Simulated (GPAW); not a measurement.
Input and output of a self-consistent single point for NbN (Fm-3m, 2 atoms in the cell) (GPAW).

Level of theory: PBE, GPAW PAW datasets PBE (gpaw-data 1.0.1) (plane waves; GPAW).

```
CELL_PARAMETERS angstrom
      0.00000     2.18839     2.18839
      2.18839     0.00000     2.18839
      2.18839     2.18839     0.00000
ATOMIC_POSITIONS crystal
  Nb 0.50000 0.50000 0.50000
  N  0.00000 0.00000 0.00000
```

Reference input (self-consistent single point, DFT PBE, plane waves, GPAW PAW datasets PBE (gpaw-data 1.0.1)): mode = pw; ecut = 900 eV; xc = PBE; kpts = 9 9 9; mesh shift (steps) = 0 0 0; occupations.name = methfessel-paxton; occupations.width = 0.1 eV; occupations.order = 1; nbands = -10; convergence.forces = 0.001 eV/Å; symmetry.symmorphic = false; symmetry.tolerance = 0.0005. This run's input differs from it in these lines:

```diff
@@ -14,3 +14,3 @@
             xc='PBE',
-            kpts=(9, 9, 9),
+            kpts={'size': (10, 10, 10), 'gamma': True},
             occupations={'name': 'methfessel-paxton', 'width': 0.1, 'order': 1},
```

Log, with long lists cut:

```
     iter     time        total  log10-change:
                         energy   eigst   dens  force
iter:   1 --:--:--   -24.228781
iter:   2 --:--:--   -23.213725   -1.60  -0.93
iter:   3 --:--:--   -20.865721   -1.37  -0.99
iter:   4 --:--:--   -20.944544   -2.71  -1.40
iter:   5 --:--:--   -20.830252   -1.94  -1.41
iter:   6 --:--:--   -20.788551   -3.09  -1.96
iter:   7 --:--:--   -20.792164   -3.09  -2.16
iter:   8 --:--:--   -20.784481c  -3.78  -2.24
iter:   9 --:--:--   -20.784419c  -6.18  -3.30
iter:  10 --:--:--   -20.784412c  -5.60  -3.39
iter:  11 --:--:--   -20.784406c  -7.23  -4.00c
iter:  12 --:--:--   -20.784406c  -8.55c -4.83c
iter:  13 --:--:--   -20.784406c -10.03c -4.94c -24.14c
Converged after 13 iterations.

Dipole moment: (-0.000000, -0.000000, -0.000000) |e|*Ang

Energy contributions relative to reference atoms: (reference = -105387.869293)

Kinetic:        +12.906291
Potential:      -17.294862
External:        +0.000000
XC:             -16.296503
Entropy (-ST):   -0.002714
Local:           -0.097522
SIC:             +0.000000
--------------------------
Free energy:    -20.785311
Extrapolated:   -20.784406

Showing only first 2 kpts
 Kpt  Band  Eigenvalues  Occupancy
  0     7     11.59667    2.00000
  0     8     12.93242    2.00000
  0     9     12.93242    2.00000
  0    10     12.93242    2.00000

  1     7     11.06439    2.00000
  1     8     12.51331    2.00000
  1     9     13.93249    2.00000
  1    10     13.93249    2.00000

Fermi level: 14.98695

No gap
No difference between direct/indirect transitions
Energy (eV): -20.784406

Forces in eV/Ang:
  0 Nb    0.00000   -0.00000   -0.00000
  1 N    -0.00000    0.00000    0.00000

Stress tensor:
    -0.047020    -0.000000     0.000000
    -0.000000    -0.047020    -0.000000
     0.000000    -0.000000    -0.047020
Stress (GPa, Voigt): [-7.5335 -7.5335 -7.5335 -0.      0.     -0.    ]
```

The run converged in 13 iterations. GPAW prints stress with tension positive. Against the reference run the free energy falls by 1.3 meV/atom.

At such cutoffs GPAW's stress carries a finite-basis (Pulay) error, which enters relaxed cells too; its log prints stress with tension positive.

The starting cell comes from a database of computed structures (which also holds hypothetical and non-ambient phases and stackings), without a prior relaxation at this level. Its lattice was rescaled by a random factor within 2.5 % of one. Spin polarisation is off.
